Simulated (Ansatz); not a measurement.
# BAs: band gap against strain

BAs (zinc blende, F-43m, 13.246 Å³/atom at rest) under an equal strain ε in the (111) plane with the normal axis free, as in a coherent film. LDA in Ansatz, a plane-wave DFT program (PAW, default set), 420 eV, 12×12×12 Γ-centred mesh, Fermi-Dirac smearing 0.05 eV; ions are relaxed within the symmetry of each cell. Gaps are the smallest over the k-mesh and a band path, without spin-orbit coupling; in all rows the valence edge lies at Γ and the conduction edge at about 1.1 Å⁻¹ from Γ.

Here s stands for strain and Eg for gap.

| strain (%) | gap (eV) |
|---|---|
| -2.50 | ? |
| -1.25 | 1.03 |
| -0.83 | 1.06 |
| -0.42 | 1.09 |
| 0.00 | 1.11 |

Fit Eg of the 4 rows that show it with a straight line. Means: s -0.62500, Eg 1.073. About the means, the sum of products is 0.056150 and the sum of squares of s is 0.86530; the slope is their ratio. Least squares gives Eg = 1.113 + 0.0649·s. Residuals (row less fit): -0.002, 0.001, 0.004, -0.003; standard error 0.004 (degrees of freedom: 2). Over these rows the gap moves by 6.5 ± 0.4 eV per unit strain.

**Question.** Estimate the missing Eg (s = -2.50); what did the run itself give?

**Answer.** Eg = 1.113 + 0.0649 × (-2.50) = 0.951 eV. The calculation gives 0.90 eV, 0.051 eV below the prediction (24.3 % of the range of Eg in the table). The row lies outside the fitted rows, so this is an extrapolation. The fitted rows scatter only by rounding.

One order more, fitted to all 7 runs of the series, follows each within 0.01, so the miss is the next term of a smooth law. Spin-orbit coupling is left out, which can shift this property for BAs. Rows are the converged runs of the series near zero and its far end; series whose fitted rows scatter by over a few per cent of the range, as at a crossing or softening among them, aren't shown in this form. Most that stay on the fit to the last digits aren't either.
